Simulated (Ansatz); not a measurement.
# What electrons 3.0×10^21 cm⁻³ does to ZnS

The parent structure is ZnS (space group R3m, No. 160; a = 3.7838 Å, c = 27.8997 Å (hexagonal axes)).

Modification: electron doping at 3.0×10^21 cm⁻³ (0.346 per cell), with a uniform compensating background at fixed cell and a 300 K Fermi–Dirac width.

Level of theory: plane-wave PAW DFT at the PBEsol level (Ansatz, an electronic-structure program, 420 eV), no spin-orbit coupling. Γ-centred 14×14×14 mesh, Fermi–Dirac width 0.0259 eV.

The gap between the host's bands decreases by 0.05 eV, from 2.13 eV to 2.08 eV and the gap character is still direct at Γ. The valley order (the lowest conduction-band minima on the path, energy above the VBM, named in the base's zone) becomes Γ 2.08 eV; L (0, 0, 1/2) 3.11 eV; F (1/2, 0, 1/2) 3.14 eV (base: Γ 2.13 eV; L (0, 0, 1/2) 3.18 eV; F (1/2, 0, 1/2) 3.20 eV) and the Fermi level relative to the doped band's edge (positive inside the band; to 0.05 eV) comes out as +1.30 eV.

Cost of the whole job for the changed cell (relaxation, final SCF and bands): roughly 5 core-minutes.

Carriers are added with a uniform compensating background; total energy and stress of such cells depend on the potential's zero and are not compared; many-body gap narrowing is missing at this level. Whether these cells are dynamically stable was not tested. This is not the structure that ZnS has at room temperature and ambient pressure.
